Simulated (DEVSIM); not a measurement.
System: CdS/CdTe n-p heterojunction, at 400 K.

Layer 1 from the left is CdS, thickness (μm) 0.0920, Nd (cm⁻³) 3.9e14, τn (s) 7e-10, τp (s) 7e-10. Layer 2 from the left is CdTe, thickness (μm) 3.60, Na (cm⁻³) 7.2e17, τn (s) 7e-10, τp (s) 7e-10.

Left contact: ohmic. Right contact: ohmic. Voltage is applied to the left contact. Recombination: SRH at mid-gap, radiative. Mobility is μmin + (μ − μmin)/(1 + (N/Nref)^α).

This is a model device: material constants are rounded textbook-type values typed into the input, and sizes, dopings and lifetimes were drawn at random. Values at 300 K; Nc and Nv go as T^1.5, mobilities as T to minus their exponent, the gap by Varshni's rule with the affinity fixed.

CdS: gap (eV) 2.4, affinity (eV) 4.3, permittivity 9, Nc (cm⁻³) 2.2e18, Nv (cm⁻³) 1.8e19, μn (cm²/Vs) 300, μp (cm²/Vs) 25, μn,min 30, μp,min 3, Nref,n 1e17, Nref,p 1e17, αn 0.6, αp 0.6, T exponent of μn 1.5, T exponent of μp 1.5, B (cm³/s) 1e-10, Varshni α (eV/K) 0.00039, Varshni β (K) 103. CdTe: gap (eV) 1.5, affinity (eV) 4.28, permittivity 10.2, Nc (cm⁻³) 8e17, Nv (cm⁻³) 1.8e19, μn (cm²/Vs) 1000, μp (cm²/Vs) 80, μn,min 100, μp,min 10, Nref,n 1e17, Nref,p 1e17, αn 0.6, αp 0.6, T exponent of μn 1.7, T exponent of μp 1.5, B (cm³/s) 1e-10, Varshni α (eV/K) 0.00031, Varshni β (K) 108.

Simulated with DEVSIM: 1D drift-diffusion, Boltzmann statistics, complete ionisation; no tunnelling, impact ionisation, image-force lowering or self-heating. Band offsets follow the typed affinities; no thermionic-emission limit at abrupt steps, no polarisation charge.

What does the simulation give for the dark forward voltage at 100 A/cm², the dark forward voltage at 1 A/cm²?

dark forward voltage at 100 A/cm² 1.198 V; dark forward voltage at 1 A/cm² 1.003 V.
